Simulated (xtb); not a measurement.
xtb 6.7.1, GFN2-xTB: [CH]=C(O)C(C)(C)C, charge 0, multiplicity 2, 18 atoms. The geometry is a generated start, not checked to be a minimum at this level.

```
Property                   Value
-----------------  -------------
run flags                 --grad
method                  GFN2-xTB
--acc                1 (default)
--etemp (K)        300 (default)
basis functions               39
valence electrons             41
```

```xyz
18

C      2.2986    -0.2981     0.0140
C      1.1949     0.1223     0.5472
O      1.1262     0.7686     1.7593
C     -0.2135    -0.0155    -0.0735
C     -0.7564     1.3987    -0.2824
C     -1.0863    -0.7821     0.9203
C     -0.1621    -0.7590    -1.4054
H      2.6333    -0.7955    -0.8605
H      2.0174     0.8635     2.1098
H     -0.8101     1.9258     0.6661
H     -0.1099     1.9582    -0.9563
H     -1.7537     1.3546    -0.7172
H     -1.0881    -0.2824     1.8853
H     -2.1092    -0.8347     0.5513
H     -0.7125    -1.7953     1.0522
H      0.4544    -0.2237    -2.1236
H      0.2441    -1.7588    -1.2738
H     -1.1670    -0.8466    -1.8128
```

Charge 0 and multiplicity 2 are set for this test and not shown to be the ground state. GFN-xTB has no spin term: --uhf 1 sets the occupations alone.

One run each on 1 thread. Values of broydamp tried: 0.02, 0.05, 0.1, 0.2, 0.4 (default), 0.6, 0.8, 1.

### Question
How does the count of SCC iterations change with broydamp, and where is it least?

### Answer
Fewest SCC iterations, within one of each other: 0.4 (default) with 11, 0.6 with 12, 0.8 with 12, 1 with 12. The count rises to 17 at 0.02. All converge to one solution.

| broydamp | SCC iterations | end |
|---|---|---|
| 0.02 | 17 | same solution |
| 0.05 | 16 | same solution |
| 0.1 | 14 | same solution |
| 0.2 | 13 | same solution |
| 0.4 (default) | 11 | same solution |
| 0.6 | 12 | same solution |
| 0.8 | 12 | same solution |
| 1 | 12 | same solution |
